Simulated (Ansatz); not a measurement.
Take Sc in the hcp (Mg type) structure (space group P6_3/mmc, No. 194; a = 3.3194 Å, c = 5.1664 Å) as the base.

(Cell as relaxed with PBE.)

Levels (all Ansatz, a first-principles code, PAW): PBE (420 eV, no spin-orbit coupling); r2SCAN (500 eV, no spin-orbit coupling).

Each level relaxes its own structure.

```json
[
 {"base": "volume per atom", "PBE": "24.65 Å³", "r2SCAN": "24.92 Å³"},
 {"base": "lattice parameter a", "PBE": "3.319 Å", "r2SCAN": "3.329 Å"},
 {"base": "band gap", "PBE": "zero", "r2SCAN": "zero"}
]
```

Perturbation: cell and atoms relaxed at a pressure of 0.9 GPa.

```json
[
 {"quantity": "volume per atom", "PBE": "24.25 Å³", "r2SCAN": "(withheld)"},
 {"quantity": "c/a ratio", "PBE": "1.556", "r2SCAN": "(withheld)"}
]
```

What does r2SCAN give?


- volume per atom, r2SCAN: 24.53 Å³
- c/a ratio, r2SCAN: 1.558

PBE's volume per atom lies 0.273 Å³ below r2SCAN's (1.1 %). Neither level is exact; r2SCAN is the comparison here, not a measurement.

Load acts through the strain it causes; cell and atoms are relaxed under it. Whether these cells are dynamically stable was not tested. All final runs are without spin polarisation.
